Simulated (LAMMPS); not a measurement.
MD of Si (diamond structure) at zero pressure, 1000 atoms, as a crystal; each row is its own run.

Computed with classical MD, pair style meam/spline, file Si_1.meam.spline; code LAMMPS.

```
T (K)  enthalpy (eV/atom)
-----  ------------------
200               -4.5539
300               -4.5266
760               -4.3997
1270              -4.2620
1520              -4.1949
1770              -4.1228
2020              -4.0498
```

Fit a straight line, y = a + b x, to these rows (x is the first column, y the second) and predict the run at x = 1010.

Least squares gives a = -4.6097 and b = 0.0002753. At x = 1010 the fit predicts -4.3317 eV/atom. The run itself gave -4.3325 ± 0.0005 eV/atom, so the fit is 0.8 meV/atom high.

Caution (rows 1270; 1520; 1770; 2020): a run this short can hold a crystal over, or a liquid under, the potential's own melting point, which these runs don't give.

Caution (rows 1770; 2020): this crystal lies over the measured melting point of 1687 K, so it is superheated or the potential melts high.
